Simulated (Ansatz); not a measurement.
CsCl-type AuZn (cubic form, which distorts at low temperature) was calculated with r²SCAN (PAW; Ansatz, a first-principles code).

Run with plane-wave cutoff 600 eV, 16×16×16 k mesh, Fermi–Dirac smearing 0.1 eV, finite displacements, force constants from a 4×4×4 q mesh, scalar-relativistic PAW data made under PBE.

Computed at the level's own relaxed cell.

Harmonic phonon frequencies (cm⁻¹; i marks an imaginary mode):

```
q point        frequencies
-------  -----------------
Γ        0 0 0 136 136 136
R                        ?
```

Question: Some entries are withheld; supply them.

Answer: 
- R, frequencies: 82 82 82 140 140 140

No imaginary mode appears at these points.

Note: symmetry holds this phase in the static calculation, where it need not be a minimum.
